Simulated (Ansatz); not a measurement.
YN in the rock salt structure (space group Fm-3m, No. 225)

```cif
data_NY
_chemical_formula_sum 'N1 Y1'
_space_group_name_H-M_alt 'P 1'
_space_group_IT_number 1
_cell_length_a 3.46895
_cell_length_b 3.46895
_cell_length_c 3.46895
_cell_angle_alpha 60.000
_cell_angle_beta 60.000
_cell_angle_gamma 60.000
loop_
_space_group_symop_operation_xyz
  'x, y, z'
loop_
_atom_site_label
_atom_site_type_symbol
_atom_site_fract_x
_atom_site_fract_y
_atom_site_fract_z
_atom_site_occupancy
N1 N 0.00000 0.00000 0.00000 1
Y1 Y 0.50000 0.50000 0.50000 1
```

All numbers come from Ansatz (a quantum-chemistry and plane-wave program) PBE, scalar-relativistic without spin-orbit coupling. k-mesh 12×12×12 (Γ-centred); smearing 0.05 eV (Fermi–Dirac).

| Property | Result |
|---|---|
| Volume per atom | 14.76 Å³ |
| Density | 5.79 g/cm³ |
| Band gap | 0.21 eV, indirect, Γ → X |
| Electron mass | 1.3 mₑ along k, 0.11 mₑ across |
| Hole mass (degenerate bands, along [100]) | 0.17, 1.0, 1.0 mₑ |
| Lowest conduction-band minima above the VBM | X along ⟨100⟩ 0.21 eV |
| Total energy | -2118.040 eV/atom (σ→0; compares only within this code and set-up) |

Effective masses come from finite differences of ±0.01 Å⁻¹. Along k means along the line from Γ to the band edge. Whether these cells are dynamically stable was not tested. The zero or small gap of YN can change with the level of theory.
